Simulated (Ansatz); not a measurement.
Start from InAgTe2 in the chalcopyrite structure (space group I-42d, No. 122; a = 6.5687 Å, c = 12.9994 Å). Axes: x, y, z lie along a, b, c of the conventional cell.

Computed with PBE (Ansatz, an electronic-structure program; PAW; 420 eV plane waves; spin-orbit coupling left out).

Strains are applied to the cell and any free atomic positions relax.

One change was made to it. Results:

| quantity | base | after |
|---|---|---|
| pressure (mean of the normal stresses, compression positive) | 0.0 GPa | -0.3 GPa |
| energy relative to the base (free energy F) | 0 meV/atom | +0.3 meV/atom |
| shortest interatomic distance | 2.813 Å | 2.820 Å |

Task: What was done to the base?
A. uniaxial strain ε_zz = +1.50 %
B. uniaxial strain ε_zz = +3.00 %
C. uniaxial strain ε_zz = +0.75 %
D. uniaxial strain ε_zz = +2.25 %

Result: C, uniaxial strain ε_zz = +0.75 %. For comparison, the shortest interatomic distance in the other runs: uniaxial strain ε_zz = +3.00 % gives 2.843 Å; uniaxial strain ε_zz = +2.25 % gives 2.835 Å; uniaxial strain ε_zz = +1.50 % gives 2.828 Å.

Stability against distortions was not tested. All final runs are without spin polarisation.
